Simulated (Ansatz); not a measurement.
# Point defect Bi on the Si site (Bi_Si) in silicon

These are PBE, PAW (plane waves to 420 eV; Ansatz, a first-principles code) values and carry that method's errors. Cell: 216 sites, 3×3×3 repeats of a cell of 8 atoms; final energies on a 2×2×2 shifted mesh. Site at the start: the Si site. Energies of charged states are corrected for periodic images (point charge plus alignment at distant sites). Dielectric constants: PBE linear response of the host. Host gap at this level: 0.61 eV. Finite-size and sampling errors can reach tenths of an eV here. Levels are measured in PBE's own, too narrow, gap. Spin–orbit coupling is left out, which matters for these heavy elements. Each state is the lowest found from its start.

Formation energies E_f are given with the Fermi level at the valence-band maximum. Chemical conditions: host crystal and elements as references (Δμ(Si) = 0.00 eV, Δμ(Bi) = 0.00 eV; Bi taken from its element, since no compound that bounds it was computed at this level; only phases computed here count, gases as isolated molecules at 0 K). Reference phases: Bi: rhombohedral Bi, Si: silicon.

Charges with a result: +1, 0, −1. Others weren't obtained, and one of them could lie lower, also by skipping a charge.

```csv
charge,moment (μB),point group,largest move off a lattice site (Å),image correction with alignment (eV),"E_f, host crystal and elements as references (eV)"
+1,not spin-polarised,Td,0.27,0.16,1.14
0*,quenched,–,0.29,–,–
−1*,not spin-polarised,Td,0.31,–,–
```

* At this level the carrier isn't localised at the defect: at charge 0 electrons occupy the conduction band; at charge −1 electrons occupy the conduction band. Such a state is shallow or no state of the defect, and this cell gives it no level.

Point groups are those of the whole cell at tolerances of 0.03 and 0.1 Å ("near" where only the looser one holds); none is given for unsettled states.

Starting moments that weren't kept: charge 0 began with 1 μB and ended with 0.0.

All states together cost roughly 5 core-hours.
